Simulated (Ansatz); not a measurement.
Base system: LuN in the CsCl type structure (space group Pm-3m, No. 221; a = 2.893 Å; a hypothetical phase, not in the database extracts checked; relaxed with 0.1 eV smearing). Axes: x, y, z lie along the cube axes.

Computed with PBEsol (Ansatz, an electronic-structure program; PAW; 420 eV plane waves; scalar-relativistic without spin-orbit coupling).

The change: every lattice vector is stretched by 1.29 %; the atoms relax in the strained cell.

### Question
Predict the stress tensor and what it implies for the stiffness.

### Answer
Stress of the strained cell less that of the base (GPa, compression positive):
```
   -6.3     0.0     0.0
    0.0    -6.3     0.0
    0.0     0.0    -6.3
```

Then B = −ΔP/(ΔV/V₀) with ΔV/V₀ = 0.0392 gives secant stiffness values (nonlinear terms included at this strain): B ≈ 160 GPa.

As a check, the harmonic strain energy −½ V₀ Δσ:ε is 9.2 meV/atom; the computed energy rise is 9.6 meV/atom.

Stability against distortions was not tested. All final runs are without spin polarisation.
